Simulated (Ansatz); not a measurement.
The parent structure is Hf in the hcp (Mg type) structure (space group P6_3/mmc, No. 194; a = 3.204 Å, c = 5.073 Å; relaxed with 0.1 eV smearing).

Method: PBE (Ansatz, a first-principles code), without spin-orbit coupling.

For the base:

- Pressure: 0.0 GPa
- Band gap: zero

One thing is altered: an isotropic linear strain of +2.00 %; the atoms relax in the strained cell.

Q: What does the calculation give for the energy relative to the base, pressure and band gap after the change?

A: The energy goes up by 26 meV/atom; the pressure (mean of the normal stresses, compression positive) goes from zero to -5.7 GPa; the band gap remains zero.

No phonon test of stability was made. The final runs are not spin-polarised.
